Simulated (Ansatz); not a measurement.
Consider CdS in the wurtzite structure (space group P6_3mc, No. 186; a = 4.124 Å, c = 6.708 Å). Axes: x lies along a and z along c of the hexagonal cell.

Calculations: Kohn–Sham DFT with the PBEsol functional, run in Ansatz (a quantum-chemistry and plane-wave program) with PAW and 420 eV plane waves, scalar-relativistic without spin-orbit coupling.

Strains are applied to the cell and any free atomic positions relax.

One change was made to it. Results:

```tsv
quantity	base	after
valence-band top at Γ (three highest levels, from the VBM)	0.00, 0.00, -0.05 eV	0.00, 0.00, -0.03 eV
band gap	1.09 eV	1.12 eV
pressure (mean of the normal stresses, compression positive)	0.0 kbar	3.8 kbar
```

Question: Which of these changes matches the shifts?
(A) uniaxial strain ε_zz = −2.40 %
(B) uniaxial strain ε_zz = −3.00 %
(C) uniaxial strain ε_zz = −1.80 %
(D) uniaxial strain ε_zz = −0.60 %

Answer: D, uniaxial strain ε_zz = −0.60 %. For comparison, the band gap in the other runs: uniaxial strain ε_zz = −1.80 % gives 1.16 eV; uniaxial strain ε_zz = −2.40 % gives 1.17 eV; uniaxial strain ε_zz = −3.00 % gives 1.18 eV.

No phonon test of stability was made.
